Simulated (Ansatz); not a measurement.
AlP (F-43m), PBEsol, rigid bands run with Ansatz (a program for electronic structure): N_c = 1.71e19 cm⁻³ at 300 K and an electron conductivity mass of 0.333 mₑ.

For 1e17 electrons per cm³ at 300 K, place the Fermi level, estimate the Seebeck coefficient of a parabolic band with constant τ, and give mobility and conductivity for τ = 20 fs.

The level lies k_BT ln(N_c/n) = 0.133 eV below the conduction-band minimum. S ≈ −(k_B/e)[ln(N_c/n) + 5/2] = -659 μV/K, against -655 μV/K from the full bands (mean over directions). μ = eτ/m = 106 cm²/(V·s) and σ = neμ = 1.69 S/cm. τ is assumed, not computed.

Band transport and this doping are assumed; polarons and phonon drag are left out. Spin-orbit coupling is left out.
